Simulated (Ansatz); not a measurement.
Output of an Ansatz run (abridged):

```
WARN ansatz: RAYON_NUM_THREADS=1 ignored (pool sized by the plan → 1); use --threads N
Pseudopotentials: kind: paw
Pseudopotential: K, paw, valence charge 9
Pseudopotential: Tl, paw, valence charge 13
Pseudopotential: Y, paw, valence charge 11
Pseudopotential: F, paw, valence charge 7
Crystal: 10 atoms, lattice volume = 202.727 Å³
Basis set: ecut = 500 eV, 5065 PW (Γ), exchange–correlation on 200×200×200 points (64 copies of the dense FFT grid, shifted against one another)
Bands: 52, of which v1, the nominal top of the filled ones, is band 42 counted from 1 (41 counted from 0)
Symmetry: 48 space group operations
Space group: Fm-3m (ITA 225), of the structure as read, at distance tolerance 5.9e-5 Å
k-points: 4 of 27
PAW frozen core: K, regenerated for the run's functional
PAW frozen core: Tl, regenerated for the run's functional
PAW frozen core: Y, regenerated for the run's functional
PAW frozen core: F, regenerated for the run's functional
Initial density: superposition of atomic densities (neutral atoms: chi_scale 0, normalization atom), corrected by the library's trained network
Initial wavefunctions: pseudopotential atomic-orbital guess
Eigensolver: davidson
Functional: x = r2scan, c = r2scan; τ floored in thin density (d = 2e-4 eV/Å³)
SCF iter   1: F=—  HF=-23274.272370 eV  |F-HF|=—  |Δ(HF+E_count)|=         —  Δρ=8.66e-3  dr2=1.82e-1  dr2_τ=1.89e-1  ethr=1.77e-3  ⟨swp⟩=7.5  Hψ=811  notcnv=0
all-band conjugate gradients solve this SCF's bands
preconditioner: auto → Resta (q_TF=auto, 2.356 Å⁻¹)
SCF iter   2: F=—  HF=-23274.421764 eV  |F-HF|=—  |Δ(HF+E_count)|=   1.49e-1  S|Δr|=    0.00e0  Δρ=3.81e-3  dr2=1.65e-2  dr2_τ=3.57e-3  ethr=2.16e-4  ⟨swp⟩=3.0  Hψ=406  notcnv=0  defer=23
SCF iter   3: F=—  HF=-23274.420406 eV  |F-HF|=—  |Δ(HF+E_count)|=   1.36e-3  S|Δr|=    0.00e0  Δρ=1.34e-3  dr2=3.11e-3  dr2_τ=3.29e-4  ethr=1.96e-5  ⟨swp⟩=2.2  Hψ=296  notcnv=0  defer=23
SCF iter   4: F=—  HF=-23274.419876 eV  |F-HF|=—  |Δ(HF+E_count)|=   5.30e-4  S|Δr|=    0.00e0  Δρ=3.66e-4  dr2=1.23e-4  dr2_τ=3.09e-5  ethr=3.71e-6  ⟨swp⟩=2.0  Hψ=317  notcnv=0  defer=23
SCF iter   5: F=—  HF=-23274.419905 eV  |F-HF|=—  |Δ(HF+E_count)|=   2.88e-5  S|Δr|=    0.00e0  Δρ=7.21e-5  dr2=9.10e-6  dr2_τ=1.58e-6  ethr=1.46e-7  ⟨swp⟩=2.0  Hψ=341  notcnv=0  defer=23
SCF iter   6: F=—  HF=-23274.419726 eV  |F-HF|=—  |Δ(HF+E_count)|=   1.78e-4  S|Δr|=    0.00e0  Δρ=1.37e-5  dr2=3.12e-7  dr2_τ=5.33e-8  ethr=1.08e-8  ⟨swp⟩=2.0  Hψ=353  notcnv=0  defer=23
SCF iter   7: F=-23274.419726 eV  HF=-23274.419726 eV  |F-HF|=7.57e-9  |Δ(HF+E_count)|=   3.46e-7  S|Δr|=    0.00e0  Δρ=2.97e-6  dr2=1.76e-8  dr2_τ=2.20e-9  ethr=1.19e-10  ⟨swp⟩=10.8  Hψ=929  notcnv=0
SCF 1 converged in 7 iterations: F = -23274.419726 eV  dr2 = 1.76e-8
SCF converged after 7 iterations
Stability not checked (fill_not_monotonic)
Free energy (F): -23274.419726 eV
Harris-Foulkes:  -23274.419726 eV  (|F-HF|=7.57e-9)
Internal energy: -23274.419726 eV  (E = F + TS)
E sigma→0 (E₀):  -23274.419726 eV
Fermi energy:    6.801994 eV
Step filling:    the computed levels leave a gap of 3.1924 eV = 63.8 smearing widths
--- Per-component energies (eV) ---
  E_band       = -698.300893
  E_kinetic    = 2393.705078
  E_local      = -6991.179974  (includes V_loc(G=0)·N_el)
  E_nonlocal   = 828.691137
  E_hartree    = 2608.783484
  E_xc         = -1133.828665
  E_vxc        = -1455.693926  (∫ρ·V_xc dr)
  E_paw        = -15824.226538  (= ΣΔE_a)
  E_vpaw       = -791.315889  (= ΣTr[D̂ρ^β])
  E_aug_tail   = 0.006645  (compensation charges beyond the density's cutoff)
  E_vtau       = 99.913756  (kinetic-family band-sum trace: ∫τ·v_τ [+ j·A + Jᵃ·Aᵃ] dr)
  E_ewald      = -5156.675982
  E_core_change = 0.305088  (= ΣΔE_core)
  E_smearing   = -0.000000  (= −TS)
  E_closure    = -0.000000  (closes the sum)
  Σ components = -23274.419726   (vs F -23274.419726, Δ=0.00e0)
--- Forces (eV/Å), atoms counted from 1 ---
  atom   1  K      0.00000000     0.00000000    -0.00000000
  atom   2  K      0.00000000    -0.00000000    -0.00000000
  atom   3  Tl     0.00000000     0.00000000     0.00000000
  atom   4  Y     -0.00000000     0.00000000    -0.00000000
  atom   5  F     -3.34608110     0.00000000     0.00000000
  atom   6  F      3.34608110    -0.00000000     0.00000000
  atom   7  F     -0.00000000    -3.34608110    -0.00000000
  atom   8  F      0.00000000     3.34608110     0.00000000
  atom   9  F      0.00000000     0.00000000    -3.34608110
  atom  10  F     -0.00000000     0.00000000     3.34608110
  max |Σ_I F_I| component: 4.44e-16 eV/Å
--- Stress (GPa, compression-positive) ---
        0.031122      -0.000000      -0.000000
       -0.000000       0.031122       0.000000
        0.000000      -0.000000       0.031122
  P = ⅓ Tr σ = 0.0311 GPa (0.311 kbar)
  The stress holds the Pulay correction. Without it, at fixed plane waves, as pw.x and ABINIT print it: P = -0.0384 GPa
--- Band table (eV) ---
  k-point 0: bands = ["-39.8492", "-27.0896", "-27.0850", "-20.2860", "-20.2860", "-20.2860", "-19.7601", "-19.6417", "-19.6417", "-18.3800", "-18.3800", "-18.3800", "-9.8074", "-9.8074", "-9.8074", "-9.7743", "-9.7743", "-9.7743", "-4.9208", [...]
  k-point 1: bands = ["-39.8492", "-27.0884", "-27.0860", "-20.3267", "-20.2854", "-20.2854", "-19.6933", "-19.6428", "-19.6428", "-18.4115", "-18.3802", "-18.3802", "-9.7963", "-9.7963", "-9.7882", "-9.7798", "-9.7798", "-9.7727", "-4.8790", [...]
  k-point 2: bands = ["-39.8492", "-27.0883", "-27.0860", "-20.3004", "-20.2875", "-20.2875", "-19.7229", "-19.6578", "-19.6408", "-18.3899", "-18.3798", "-18.3798", "-9.8000", "-9.8000", "-9.7865", "-9.7743", "-9.7706", "-9.7706", "-4.9214", [...]
  k-point 3: bands = ["-39.8492", "-27.0871", "-27.0871", "-20.3146", "-20.2878", "-20.2862", "-19.6864", "-19.6712", "-19.6423", "-18.4007", "-18.3801", "-18.3793", "-9.7943", "-9.7917", "-9.7874", "-9.7789", "-9.7730", "-9.7662", "-4.9124", [...]
```

The structure:

```xyz
10
Lattice="0.0000 4.6626 4.6626 4.6626 0.0000 4.6626 4.6626 4.6626 0.0000" Properties=species:S:1:pos:R:3 pbc="T T T"
K      2.3313     2.3313     2.3313
K      6.9939     6.9939     6.9939
Tl     4.6626     4.6626     4.6626
Y      0.0000     0.0000     0.0000
F      2.3397     4.6626     4.6626
F      6.9855     4.6626     4.6626
F      4.6626     2.3397     4.6626
F      4.6626     6.9855     4.6626
F      4.6626     4.6626     2.3397
F      4.6626     4.6626     6.9855
```

Problem. Reconstruct the input of this run.

Solution. Other spellings and defaults could give the same log, and not every line can be read from it. The input that was run (DFT, r2SCAN, plane waves, default PAW files made with PBE):

Ansatz 0.2 input:
```yaml
# K2YTlF6
crystal:
  lattice:
    - [0.000000, 4.662592, 4.662592]
    - [4.662592, 0.000000, 4.662592]
    - [4.662592, 4.662592, 0.000000]
  atoms:
    - { symbol: K, position: [0.250000, 0.250000, 0.250000] }
    - { symbol: K, position: [0.750000, 0.750000, 0.750000] }
    - { symbol: Tl, position: [0.500000, 0.500000, 0.500000] }
    - { symbol: Y, position: [0.000000, 0.000000, 0.000000] }
    - { symbol: F, position: [0.749100, 0.250900, 0.250900] }
    - { symbol: F, position: [0.250900, 0.749100, 0.749100] }
    - { symbol: F, position: [0.250900, 0.749100, 0.250900] }
    - { symbol: F, position: [0.749100, 0.250900, 0.749100] }
    - { symbol: F, position: [0.250900, 0.250900, 0.749100] }
    - { symbol: F, position: [0.749100, 0.749100, 0.250900] }
basis:
  ecutwfc: 500.0
kpoints:
  mp_grid: { grid: [3, 3, 3] }
hamiltonian:
  xc: r2scan
  pseudopotentials: { kind: paw }
scf:
  occupations: { method: methfessel_paxton, width: 0.05 }
output:
  forces: true
  eigenvalues: true
  stress: true
```

The starting cell was generated: these elements placed on a structure prototype, without a prior relaxation; it need not be a known phase or ordering of this composition. Its lattice was rescaled by a random factor within 2.5 % of one. Spin-orbit coupling is off. Forces in this geometry exceed 1 eV/Å. Ansatz's pressure includes its estimate of the finite-basis (Pulay) stress.

Ansatz is a quantum-chemistry and plane-wave program.
